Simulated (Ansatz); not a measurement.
A self-consistent single point of Al₂Pt (Fm-3m, 3 atoms in the cell) with Ansatz (a program for electronic structure).

Computed with PBE, PAW files (plane waves; Ansatz).

```yaml
crystal:
  lattice:
    - [0.00000, 2.94917, 2.94917]
    - [2.94917, 0.00000, 2.94917]
    - [2.94917, 2.94917, 0.00000]
  atoms:
    - { symbol: Al, position: [0.25000, 0.25000, 0.25000] }
    - { symbol: Al, position: [0.75000, 0.75000, 0.75000] }
    - { symbol: Pt, position: [0.00000, 0.00000, 0.00000] }
```

Reference input (self-consistent single point, DFT, PBEsol, plane waves, PAW files made with PBE): kpoints.mp_grid.grid = 8 8 8; hamiltonian.xc = pbesol; hamiltonian.pseudopotentials = {kind: paw} (the program's default PAW files); scf.occupations.method = cold; scf.occupations.width = 0.136 eV. This run's input differs from it in these lines:

Ansatz 0.2 input:
```diff
@@ -13,3 +13,3 @@
 hamiltonian:
-  xc: pbesol
+  xc: pbe
   pseudopotentials:
```

Log, with long lists cut:

```
SCF iter   1: F=—  HF=-13603.430190 eV  |F-HF|=—  |Δ(HF+E_count)|=         —  Δρ=9.21e-2  dr2=5.30e0  ethr=3.10e-3  ⟨swp⟩=5.2  Hψ=2281  notcnv=0
all-band conjugate gradients solve this SCF's bands
preconditioner: auto → Kerker (q_TF=auto, 2.404 Å⁻¹)
SCF iter   2: F=—  HF=-13602.328912 eV  |F-HF|=—  |Δ(HF+E_count)|=    1.10e0  S|Δr|=    0.00e0  Δρ=2.30e-2  dr2=1.56e-1  ethr=3.10e-3  ⟨swp⟩=2.1  Hψ=1122  notcnv=0  defer=11
   [... lines left out ...]
SCF iter   6: F=—  HF=-13602.338676 eV  |F-HF|=—  |Δ(HF+E_count)|=   1.71e-4  S|Δr|=    0.00e0  Δρ=1.67e-4  dr2=2.89e-5  ethr=2.11e-6  ⟨swp⟩=1.8  Hψ=609  notcnv=0  defer=11
SCF iter   7: F=—  HF=-13602.338710 eV  |F-HF|=—  |Δ(HF+E_count)|=   3.48e-5  S|Δr|=    0.00e0  Δρ=2.63e-5  dr2=3.72e-7  ethr=1.20e-7  ⟨swp⟩=2.0  Hψ=670  notcnv=0  defer=11
SCF iter   8: F=-13602.338710 eV  HF=-13602.338710 eV  |F-HF|=1.58e-9  |Δ(HF+E_count)|=   3.11e-9  S|Δr|=    0.00e0  Δρ=4.02e-6  dr2=8.71e-9  ethr=4.17e-10  ⟨swp⟩=6.6  Hψ=2120  notcnv=0
SCF 1 converged in 8 iterations: F = -13602.338710 eV  dr2 = 8.71e-9
Stability not checked (fill_not_monotonic)
Free energy (F): -13602.338710 eV
Internal energy: -13602.339668 eV  (E = F + TS)
E sigma→0 (E₀):  -13602.339030 eV
Entropy (-TS):   0.000958 eV (0.319 meV/atom)
Fermi energy:    11.441386 eV
--- Forces (eV/Å), atoms counted from 1 ---
  atom   1  Al     0.00000000    -0.00000000    -0.00000000
   [... zero for the other atoms too ...]
--- Stress (GPa, compression-positive) ---
        3.244719       0.000000       0.000000
       -0.000000       3.244719       0.000000
       -0.000000       0.000000       3.244719
  P = ⅓ Tr σ = 3.2447 GPa (32.447 kbar)
  The stress holds the Pulay correction. Without it, at fixed plane waves, as pw.x and ABINIT print it: P = 3.2002 GPa
```

The run converged in 8 iterations. Against the reference run the pressure goes from -0.20 to 3.24 GPa.

The starting cell comes from a database of computed structures (which also holds hypothetical and non-ambient phases and stackings), without a prior relaxation at this level. Spin polarisation is off. With a pressure of about 3 GPa the cell is away from its equilibrium volume at this level. Ansatz's pressure includes its estimate of the finite-basis (Pulay) stress.
